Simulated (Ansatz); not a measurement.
The starting structures come from a database of crystals and need not be the phases stable at ambient conditions.

 Where the default PAW files enter, the runs use the earlier of Ansatz's two default sets.

Crystal: LaSF (P4/nmm, not sure to be the ambient phase, 6 atoms a cell, 19.0 Å³ an atom); planes in its conventional cell.

These are r2SCAN (plane waves, PAW; Ansatz, a quantum-chemistry and plane-wave program) values and carry that method's errors.

No gap correction and no spin-orbit coupling; mid-gap values are interpolated between computed energies.

| plane | area of the cell (Å²) | mid-gap κ (1/Å) | largest κ in the gap (1/Å) |
|---|---|---|---|
| (001) | 16.4 | 0.28 | 0.32 |
| (100) | 28.2 | (withheld) | (withheld) |
| (111) | 43.1 | (withheld) | (withheld) |
| (110) | 39.9 | (withheld) | (withheld) |

**Question.** The slowest decay depends on the direction. Supply the withheld values.

**Answer.** 
- (100), mid-gap κ (1/Å): 0.26
- (100), largest κ in the gap (1/Å): 0.26
- (111), mid-gap κ (1/Å): 0.22
- (111), largest κ in the gap (1/Å): 0.24
- (110), mid-gap κ (1/Å): 0.21
- (110), largest κ in the gap (1/Å): 0.23
